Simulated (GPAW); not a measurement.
Input and output of a self-consistent single point for Ge3Pt (P6_3/mmc, 8 atoms in the cell) (GPAW).

Method of the run: revPBE, GPAW PAW datasets revPBE (gpaw-data 1.0.1) (plane waves; GPAW).

```xyz
8
Lattice="6.7883 0.0000 0.0000 -3.3941 5.8788 0.0000 0.0000 0.0000 3.8828" Properties=species:S:1:pos:R:3 pbc="T T T"
Ge     1.8609     1.0744     2.9121
Ge     1.5332     4.8044     0.9707
Ge     0.0000     2.1488     0.9707
Ge     3.3941     3.7300     2.9121
Ge     4.9273     1.0744     2.9121
Ge    -1.5332     4.8044     0.9707
Pt     3.3941     1.9596     0.9707
Pt     0.0000     3.9192     2.9121
```

Reference input (self-consistent single point, DFT PBEsol, plane waves, GPAW PAW datasets PBEsol (made by gpaw-setup)): mode = pw; ecut = 550 eV; xc = PBEsol; kpts = 6 6 9; mesh shift (steps) = 0 0 0; occupations.name = methfessel-paxton; occupations.width = 0.1 eV; occupations.order = 1; nbands = -16; convergence.density = 1e-05 e/electron; convergence.energy = 1e-05 eV/electron; symmetry.symmorphic = false. This run's input differs from it in these lines:

```diff
@@ -19,3 +19,3 @@
 calc = GPAW(mode={'name': 'pw', 'ecut': 550},
-            xc='PBEsol',
+            xc='revPBE',
             kpts={'size': (6, 6, 9), 'gamma': True},
```

Its files differ too (potentials: GPAW PAW datasets revPBE (gpaw-data 1.0.1)).

The program printed (abridged):

```
     iter     time        total  log10-change:
                         energy   eigst   dens
iter:   1 --:--:--   -37.444018
iter:   2 --:--:--   -37.213056   -1.77  -1.30
iter:   3 --:--:--   -36.800500   -2.08  -1.33
iter:   4 --:--:--   -36.665176   -2.66  -1.42
iter:   5 --:--:--   -36.655540   -2.33  -1.59
iter:   6 --:--:--   -36.592863   -2.86  -2.02
iter:   7 --:--:--   -36.593977   -4.47  -2.61
iter:   8 --:--:--   -36.592885   -4.94  -2.61
iter:   9 --:--:--   -36.591879   -3.50  -2.68
iter:  10 --:--:--   -36.591608   -5.02  -3.19
iter:  11 --:--:--   -36.591618c  -5.84  -3.32
iter:  12 --:--:--   -36.591649c  -6.81  -3.33
iter:  13 --:--:--   -36.591417c  -4.98  -3.29
iter:  14 --:--:--   -36.591426c  -5.88  -4.00
iter:  15 --:--:--   -36.591426c  -6.78  -4.09
iter:  16 --:--:--   -36.591427c  -7.53c -4.05
iter:  17 --:--:--   -36.591428c  -7.66c -4.08
iter:  18 --:--:--   -36.591429c  -6.78  -4.12
iter:  19 --:--:--   -36.591428c  -8.27c -4.29
iter:  20 --:--:--   -36.591428c  -8.24c -4.39
iter:  21 --:--:--   -36.591427c  -7.89c -4.43
iter:  22 --:--:--   -36.591427c  -8.41c -4.52
iter:  23 --:--:--   -36.591427c  -9.75c -4.60
iter:  24 --:--:--   -36.591427c  -8.11c -4.62
iter:  25 --:--:--   -36.591427c  -8.97c -5.00c
Converged after 25 iterations.

Dipole moment: (0.000000, -0.000000, 0.000000) |e|*Ang

Energy contributions relative to reference atoms: (reference = -1343383.355695)

Kinetic:        +23.599099
Potential:      -25.802256
External:        +0.000000
XC:             -33.346878
Entropy (-ST):   +0.001952
Local:           -1.042693
SIC:             +0.000000
--------------------------
Free energy:    -36.590776
Extrapolated:   -36.591427

Showing only first 2 kpts
 Kpt  Band  Eigenvalues  Occupancy
  0    26      8.18557   -0.00151
  0    27      8.18558   -0.00151
  0    28      8.68398   -0.00000
  0    29      8.68400   -0.00000

  1    26      7.83857    2.01417
  1    27      8.48847   -0.00000
  1    28      8.48848   -0.00000
  1    29      8.79608   -0.00000

Fermi level: 7.92620

No gap
   [... lines left out ...]
  2 Ge    0.00000   -0.13559   -0.00000
  3 Ge   -0.00000    0.13559   -0.00000
  4 Ge    0.11743   -0.06780   -0.00000
  5 Ge   -0.11743    0.06780   -0.00000
  6 Pt   -0.00000   -0.00000    0.00000
  7 Pt   -0.00000    0.00000   -0.00000

Stress tensor:
    -0.005050     0.000000     0.000000
     0.000000    -0.005050    -0.000000
     0.000000    -0.000000    -0.005111
Stress (GPa, Voigt): [-0.8091 -0.8091 -0.8189 -0.      0.      0.    ]
```

The run converged in 25 iterations. GPAW prints stress with tension positive. Against the reference run the pressure goes from -5.04 to 0.81 GPa and the largest force goes from 0.070 to 0.136 eV/Å.

The starting cell comes from a database of computed structures (which also holds hypothetical and non-ambient phases and stackings), without a prior relaxation at this level. Spin polarisation is off.

Cost on one core of a shared machine: roughly 6 min.
